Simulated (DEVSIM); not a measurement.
abrupt Si n-p junction

System: abrupt Si n-p junction, at 300 K.

| layer (left to right) | material | thickness (μm) | Nd (cm⁻³) | Na (cm⁻³) | τn (s) | τp (s) |
|---|---|---|---|---|---|---|
| 1 | Si | 0.640 | 9.5e18 | - | 1.3e-5 | 1.3e-5 |
| 2 | Si | 1.80 | - | 1.4e16 | 1.3e-5 | 1.3e-5 |

Left contact: ohmic. Right contact: ohmic. Voltage is applied to the left contact. Recombination: SRH at mid-gap, radiative. Mobility is μmin + (μ − μmin)/(1 + (N/Nref)^α).

This is a model device: material constants are rounded textbook-type values typed into the input, and sizes, dopings and lifetimes were drawn at random. Values at 300 K.

```tsv
parameter	Si
gap (eV)	1.124
affinity (eV)	4.05
permittivity	11.7
Nc (cm⁻³)	2.86e19
Nv (cm⁻³)	3.1e19
μn (cm²/Vs)	1417
μp (cm²/Vs)	470
μn,min	52
μp,min	45
Nref,n	9.7e16
Nref,p	2.2e17
αn	0.68
αp	0.72
B (cm³/s)	4.7e-15
```

Model (solved in DEVSIM): 1D drift-diffusion, Boltzmann statistics, complete ionisation; no tunnelling, impact ionisation, image-force lowering or self-heating.

| Property | Value |
|---|---|
| Potential step across the device at zero bias | 0.896 V |
| Largest field in the device at zero bias | 170000 V/cm |
| Dark forward voltage at 1 A/cm² | 0.573 V |
| Dark forward voltage at 100 A/cm² | 0.697 V |

Dark forward current:

(V (V), J (A/cm²)): (-0.05, -1.8e-9); (-0.10, -1.3e-8); (-0.15, -8.5e-8); (-0.20, -5.8e-7); (-0.30, -2.7e-5); (-0.35, -0.00018); (-0.40, -0.0013); (-0.45, -0.0087); (-0.50, -0.059); (-0.55, -0.41); (-0.65, -19); (-0.70, -110); (-0.75, -550); (-0.80, -2000)

Small-signal capacitance in reverse bias (quasi-static):

| V (V) | C (nF/cm²) |
|---|---|
| 0.04 | 37.8 |
| 0.1 | 36.4 |
| 0.2 | 34.5 |
| 0.3 | 32.8 |
| 0.4 | 31.3 |
| 0.6 | 28.9 |
| 0.8 | 27.0 |
| 1 | 25.4 |
| 1.3 | 23.5 |
| 1.6 | 22.0 |
| 2 | 20.3 |
